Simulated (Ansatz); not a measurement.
hcp Ru (1 0 0) on wurtzite ZnO (0 0 1) (film strained to the substrate, started from cuts of the bulks and a machine-learned relaxation)

A periodic stack without vacuum, hcp Ru (1 0 0) on wurtzite ZnO (0 0 1) (film strained to the substrate, started from cuts of the bulks and a machine-learned relaxation): substrate slab Zn30O30, film Ru32, surface cells [[1, -1], [2, 3]] and [[2, 0], [-1, 2]], film strained by -4.5 and +4.4 %, outermost planes Zn/O and Ru/Ru as cut, which need not be the usual terminations and can put a slab off its formula.

The start was prepared with a machine-learned potential, and the result is one local minimum, with the in-plane cell held and forces under 0.04 eV/Å; the film can end far from its bulk form.

Level of theory: PBE (plane waves to 420 eV, PAW; Ansatz, an electronic-structure program). No spin–orbit coupling; the runs are not spin-polarised; PBE gaps are too small against experiment. Its k-point mesh 5×3×1, Fermi–Dirac width 0.05 eV.

The interface area is 46.6 Å² and the period comes out as 26.23 Å. The gaps between the outermost planes at the two interfaces is 1.07 and 1.67 Å. The Ru–Zn contacts across the interfaces within 1.22 times the sum of covalent radii comes out as 16, mean 2.73 Å and the O–Ru contacts across the interfaces within 1.22 times the sum of covalent radii is 10, mean 2.03 Å.

```
CELL_PARAMETERS angstrom
      5.68018    -0.00016     0.03114
     -2.84006     8.19881     0.00665
     -2.22640     1.71767    26.22313
ATOMIC_POSITIONS crystal
  Zn 0.26782 0.19427 0.03870
  Zn 0.85964 0.38194 0.02892
  Zn 0.46689 0.59518 0.03271
  Zn 0.05670 0.77528 0.03766
  Zn 0.66197 0.98963 0.02452
  Zn 0.94635 0.16462 0.13145
  Zn 0.56292 0.36768 0.13408
  Zn 0.15532 0.56261 0.13374
  Zn 0.75052 0.76877 0.13243
  Zn 0.36566 0.96546 0.13383
  O  0.28406 0.17009 0.11192
  O  0.88308 0.37466 0.10478
  O  0.48102 0.56847 0.10747
  O  0.08421 0.77209 0.11111
  O  0.68026 0.97169 0.10220
  O  0.97166 0.14944 0.20723
  O  0.57693 0.35001 0.20927
  O  0.17421 0.54810 0.20902
  O  0.77291 0.75075 0.20808
  O  0.37742 0.94958 0.20915
  Zn 0.31189 0.14411 0.23370
  Zn 0.91541 0.34196 0.23500
  Zn 0.51572 0.54457 0.23453
  Zn 0.11363 0.74413 0.23375
  Zn 0.71689 0.94493 0.23509
  Zn 0.00887 0.12140 0.33762
  Zn 0.60645 0.32017 0.33535
  Zn 0.20561 0.52202 0.33498
  Zn 0.80656 0.72224 0.33517
  Zn 0.40766 0.92326 0.33522
  O  0.33093 0.12750 0.30957
  O  0.93409 0.32546 0.31042
  O  0.53389 0.52684 0.31009
  O  0.13384 0.72823 0.30956
  O  0.73597 0.92900 0.31046
  O  0.02845 0.10459 0.41370
  O  0.62715 0.30227 0.41102
  O  0.22224 0.50574 0.41058
  O  0.82204 0.70488 0.41071
  O  0.42988 0.90794 0.41092
  Zn 0.37073 0.09904 0.43868
  Zn 0.96712 0.30177 0.43804
  Zn 0.56191 0.49686 0.43478
  Zn 0.16518 0.70305 0.43487
  Zn 0.76448 0.89685 0.43805
  Zn 0.05813 0.07788 0.53481
  Zn 0.66231 0.28082 0.54035
  Zn 0.25771 0.49106 0.53844
  Zn 0.84355 0.66302 0.53844
  Zn 0.45796 0.87249 0.54033
  O  0.39111 0.08215 0.51512
  O  0.98855 0.28703 0.51461
  O  0.57027 0.47096 0.50941
  O  0.18254 0.69578 0.50949
  O  0.78368 0.87755 0.51463
  O  0.04787 0.06208 0.61048
  O  0.62564 0.21970 0.61825
  O  0.54848 0.60488 0.59240
  O  0.00809 0.52471 0.59238
  O  0.46534 0.89821 0.61820
  Ru 0.78601 0.04999 0.65915
  Ru 0.05236 0.54919 0.66041
  Ru 0.33196 0.04995 0.65898
  Ru 0.55300 0.55019 0.66042
  Ru 0.68867 0.29590 0.69085
  Ru 0.94135 0.79001 0.69330
  Ru 0.19419 0.29514 0.69328
  Ru 0.43575 0.79036 0.69086
  Ru 0.58003 0.02969 0.75262
  Ru 0.82783 0.52814 0.75165
  Ru 0.07873 0.03043 0.74894
  Ru 0.32973 0.53148 0.75158
  Ru 0.45511 0.27310 0.78058
  Ru 0.71755 0.77345 0.78055
  Ru 0.96793 0.27372 0.78055
  Ru 0.20601 0.77383 0.78053
  Ru 0.34719 0.01010 0.84189
  Ru 0.60293 0.50984 0.84238
  Ru 0.85893 0.01031 0.84189
  Ru 0.10303 0.51027 0.84251
  Ru 0.23619 0.25437 0.87163
  Ru 0.48484 0.75361 0.86937
  Ru 0.73548 0.25420 0.86938
  Ru 0.98487 0.75361 0.87141
  Ru 0.12775 0.99120 0.93049
  Ru 0.37650 0.49109 0.93094
  Ru 0.62180 0.99087 0.92741
  Ru 0.87433 0.49097 0.93011
  Ru 0.00163 0.23061 0.96089
  Ru 0.26151 0.73548 0.96088
  Ru 0.51348 0.23226 0.96104
  Ru 0.75618 0.73887 0.96080
```
